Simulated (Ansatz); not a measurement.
# Si: pressure series

Consider Si in the diamond structure (space group Fd-3m, No. 227; a = 5.4443 Å).

Cell and atoms are relaxed at each pressure.

The values are results of r2SCAN/PAW in Ansatz (an electronic-structure program), no spin-orbit coupling, not measurements.

Two rows of this table had their results exchanged by mistake.

| pressure | volume per atom (Å³) | shortest distance (Å) | band gap |
|---|---|---|---|
| pressure −2 GPa | 20.61 | 2.374 | 0.81 eV |
| pressure −1 GPa | 20.38 | 2.366 | 0.79 eV |
| pressure 0.9 GPa | 19.33 | 2.324 | 0.70 eV |
| pressure 2.1 GPa | 19.76 | 2.341 | 0.74 eV |
| pressure 4.5 GPa | 19.99 | 2.350 | 0.76 eV |
| pressure 9 GPa | 18.64 | 2.296 | 0.62 eV |
| pressure 15 GPa | 17.88 | 2.264 | 0.54 eV |
| pressure 22.5 GPa | 17.10 | 2.231 | 0.43 eV |
| pressure 30 GPa | 16.45 | 2.202 | 0.34 eV |

Question: Which two?

Answer: The rows for pressure 0.9 GPa and pressure 4.5 GPa: the volume has to fall steadily with pressure, so 19.99 Å³ belongs to pressure 0.9 GPa and 19.33 Å³ to pressure 4.5 GPa.

Load acts through the strain it causes; cell and atoms are relaxed under it. Whether these cells are dynamically stable was not tested. Measured, Si leaves this structure (for the β-tin structure) near 12 GPa (room temperature; as listed in arXiv:1906.07825).
